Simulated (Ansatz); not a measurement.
Defect migration in wurtzite ZnO: interstitial Li, charge state +1. Level of theory: PBE, PAW (plane waves to 420 eV; Ansatz, a program for electronic structure).

Settings: 72 host sites, the relaxed PBE lattice, a 2×2×2 k-point mesh shifted by half a step along c, smearing 0.01 eV, spin-restricted, no image-charge correction. Energies are static. The charge state is imposed; whether it is stable for some Fermi level was not computed. Sites that were not tried may lie lower.

Barriers: single points on a 3×3×3 k-point mesh shifted by half a step along c at the bands' geometries.

The step: one Li atom jumps by itself; the atom moves 2.64 Å along (0.00, 0.00, 0.50) of the unit cell; the moving atom starts with neighbours 3 O at 1.93; 3 Zn at 2.45, 3 Zn at 2.47 Å and ends with 3 O at 1.93; 3 Zn at 2.45, 3 Zn at 2.47 Å.

Problem. What is the computed migration barrier of this step (PBE, PAW)?

Solution. 0.66 eV, the same both ways. At the saddle the moving atom has neighbours O at 1.88, 2 O at 1.89; 3 Zn at 2.19 Å. The check of the saddle point's order was inconclusive, and it lies on a symmetry element of the cell, where a band can be held.
